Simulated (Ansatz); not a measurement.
InO (model structure, started from the beta GaS type, P6₃/mmc, No. 194, 8 atoms in the cell): bulk modulus by level of theory

No measured value is used here.

Problem. Put these levels in order of the bulk modulus that they give for InO (model structure, started from the beta GaS type, P6₃/mmc, No. 194, 8 atoms in the cell), smallest first: LDA (Ansatz, a first-principles code), PBE (Ansatz), r²SCAN (Ansatz).

Solution. PBE (84.4 GPa), r²SCAN (102 GPa), LDA (106 GPa)

Unless a cell is named, each level is at its own relaxed cell (LDA 15.88, PBE 17.19, r²SCAN 16.48 Å³/atom).

PBE, r²SCAN, LDA: the bulk modulus is −V dP/dV from two relaxed cells at ±2 % in volume. Each level is taken at its own relaxed cell. Cutoffs differ between the levels. Ansatz's density-functional and Hartree–Fock values are scalar-relativistic unless marked +SOC, with PAW data made under PBE.

A model structure was made by putting elements into a prototype or built by hand; it is no filed structure, need not be a known phase, and can be a saddle point held by its symmetry.
